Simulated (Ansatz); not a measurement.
BP under load (space group I-4m2), r2SCAN with spin-orbit coupling, rigid bands (Ansatz, a quantum-chemistry and plane-wave program). Condition of this run: uniaxial stress zz = 2 GPa (compression positive) (the target of the relaxation). Band gap 1.29 eV, N_c = 1.41e19 cm⁻³ and N_v = 8.50e18 cm⁻³ at 300 K, conductivity masses along z (a = (0.00, 2.27, 2.25) Å; b = (2.27, 0.00, 2.25) Å; c = (2.27, 2.27, 0.00) Å) of 1.14 mₑ (electrons) and 0.433 mₑ (holes). Take k_BT = 0.02585 eV.

Problem. A film of it is 8 nm thick, with its normal along the direction named. Estimate the confinement energies in an infinite well.

Solution. ħ²π²/(2m t²) = 0.376 eV·nm²/(m/mₑ × t²) gives 5.15 meV for electrons and 13.6 meV for holes, so the gap would widen to about 1.31 eV. Finite barriers and nonparabolic bands lower this, and with several valleys or bands the heaviest mass along the normal sets the lowest level, not this average.

Problem. Find the intrinsic carrier density and the intrinsic Fermi level.

Solution. n_i = √(N_c N_v) exp(−E_g/2k_BT) = 1.09e19 × exp(−24.95) = 1.6e8 cm⁻³. The level lies (k_BT/2) ln(N_v/N_c) = -7 meV from mid-gap (positive towards the conduction band). Each 0.1 eV added to the gap lowers n_i by a factor of 6.9.

Problem. What thermal injection velocity √(2k_BT/πm) limits a ballistic channel along the direction named?

Solution. 5.04e6 cm/s for electrons and 8.18e6 cm/s for holes, a ratio of √(m_h/m_e) = 0.616, for dilute carriers.

Rigid bands with the computed gap; masses take one relaxation time for all states.
